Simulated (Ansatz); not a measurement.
Abridged Ansatz (a quantum-chemistry and plane-wave program) output:

```
Pseudopotential: B, paw, valence charge 3
Crystal: 2 atoms, lattice volume = 16.654 Å³
Basis set: ecut = 500 eV, 411 PW (Γ), exchange–correlation on 96×96×96 points (64 copies of the dense FFT grid, shifted against one another)
Bands: 7, of which v1, the nominal top of the filled ones, is band 3 counted from 1 (2 counted from 0)
Symmetry: 48 space group operations
k-points: 256 of 8000
Functional: x = r2scan, c = r2scan; τ floored in thin density (d = 2e-4 eV/Å³)
SCF iter   1: F=—  HF=-311.084390 eV  |F-HF|=—  |Δ(HF+E_count)|=         —  Δρ=3.94e-3  dr2=1.02e-3  dr2_τ=1.54e-1  ethr=1.77e-3  ⟨swp⟩=4.5  Hψ=12558  notcnv=0
SCF iter   2: F=—  HF=-311.118812 eV  |F-HF|=—  |Δ(HF+E_count)|=   3.44e-2  Δρ=2.87e-3  dr2=5.33e-4  dr2_τ=1.08e-5  ethr=1.70e-5  ⟨swp⟩=2.0  Hψ=5574  notcnv=0  defer=58
SCF 1 converged in 7 iterations: F = -311.119128 eV  dr2 = 2.03e-13
SCF converged after 7 iterations
Free energy (F): -311.119128 eV
Internal energy: -311.111876 eV  (E = F + TS)
E sigma→0 (E₀):  -311.115502 eV
Entropy (-TS):   -0.007252 eV (-3.626 meV/atom)
Fermi energy:    6.473810 eV
--- Forces (eV/Å), atoms counted from 1 ---
  atom   1  B      0.00000000     0.00000000     0.00000000
  atom   2  B      0.00000000    -0.00000000    -0.00000000
--- Stress (GPa, compression-positive) ---
       -0.009212      -0.000000      -0.000000
        0.000000      -0.009212       0.000000
       -0.000000       0.000000      -0.009212
  P = ⅓ Tr σ = -0.0092 GPa (-0.092 kbar)
```

Q: What was computed, and what are the main results?

A: B, 2 atoms in the cell, with Ansatz, r2SCAN, PAW, cutoff 500 eV, spin-orbit coupling left out. The last SCF converged to F = -311.119128 eV, or -155.5596 eV per atom, at a pressure of -0.01 GPa. The total energy compares only with runs of the same code, potentials and settings.

No phonon test of stability was made. The cell was made from C by this change: C → B; the result is a hypothetical phase, not in the database extracts checked.
